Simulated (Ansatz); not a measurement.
Seebeck coefficient (μV/K, mean over directions) of p-type MgO (Fm-3m) against carrier density, r2SCAN, rigid bands (Ansatz, a quantum-chemistry and plane-wave program). Computed gap 5.69 eV; densities at which minority carriers matter at this gap, or further valleys turn the trend, are left out. Conductivity mass 2.3 mₑ (harmonic mean over directions), N_v = 2.9e20 cm⁻³ at 300 K.

| hole density | 300 K | 500 K |
|---|---|---|
| 1e16 cm⁻³ | 1100 | 1168 |
| 1e17 cm⁻³ | 901 | 969 |
| 1e18 cm⁻³ | 703 | 771 |
| 3e18 cm⁻³ | 608 | 676 |
| 1e19 cm⁻³ | 505 | 573 |
| 3e19 cm⁻³ | ___ | 478 |
| 1e20 cm⁻³ | ___ | 375 |
| 3e20 cm⁻³ | 219 | 283 |
| 1e21 cm⁻³ | 132 | ___ |

Q: What belongs in the gaps?

A: 
- 3e19 cm⁻³, 300 K: 411
- 1e20 cm⁻³, 300 K: 309
- 1e21 cm⁻³, 500 K: 188

Rigid bands with a gap fixed in temperature, one relaxation time for all states, no polarons or phonon drag, and whether or not such doping can be reached. Spin-orbit coupling is left out.
